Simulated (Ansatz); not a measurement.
Si: energy against volume

Si (diamond, Fd-3m, 19.706 Å³/atom and stress up to 0.01 GPa in the relaxed cell, cube axes along x, y and z) under hydrostatic pressure, with the cell free. LDA in Ansatz, a plane-wave DFT program (PAW, default set), 420 eV, 11×11×11 Γ-centred mesh, Fermi-Dirac smearing 0.05 eV; ions are relaxed, or left where forces stay under 0.02 eV/Å, within the symmetry of each cell.

Here V stands for volume and E for E less E0.

```csv
volume (Å³/atom),E less E0 (meV/atom),pressure (GPa)
20.1351,2.72,-1.99
19.9129,0.65,-0.99
19.7059,0.00,-0.01
19.5255,0.50,0.90
19.2987,2.61,2.10
18.8814,11.17,4.51
18.2096,?,?
```

**Question.** Fit E against V with the third-order Birch-Murnaghan form, a cubic in V^(-2/3), and predict the withheld value at V = 18.2096.

**Answer.** With u = V^(-2/3) - 0.1377, the rows have u = -0.0025869, -0.0015836, -0.0006321, 0.0002109, 0.0012893, 0.0033297. Least squares gives E = 0.279 + 889.5·u + 711454·u² + 1121070·u³. Residuals (row less fit): 0.000, 0.000, -0.001, 0.002, -0.001, 0.000; standard error 0.002 (degrees of freedom: 2). Its minimum lies at u = -0.0006261, so V0 = (0.1370739)^(-3/2) = 19.70. There d²E/du² = 1419000 and d³E/du³ = 6726000, so B0 = (4/9) × 19.70^(-7/3) × 1419000 × 0.160218 = 96.3 GPa (the last factor turns the table's units into GPa), and B0' = 4 + (2/3) × 0.1370739 × (6726000)/1419000 = 4.4. B0' rests on the cubic coefficient alone and has a standard error of 0.1 from these residuals. At the withheld row, u = 0.0067773, so E = 0.279 + 889.5 × 0.0067773 + 711454 × 0.0067773² + 1121070 × 0.0067773³ = 39.335 meV/atom. The calculation gives 39.19 meV/atom, 0.145 meV/atom below the prediction (0.4 % of the range of E in the table). The row lies outside the fitted rows, so this is an extrapolation. The scatter of the fitted rows lies at the last printed digit.

Other structures, which can take over under pressure, weren't tried. The same form fitted to the pressure column gives B0' = 4.2; series where the two differ by over 0.4 aren't shown. Rows are the converged runs of the series near zero and its far end, less any whose ions stayed unrelaxed beside relaxed ones; series whose fitted rows scatter by over a few per cent of the range, as at a crossing or softening among them, aren't shown in this form.
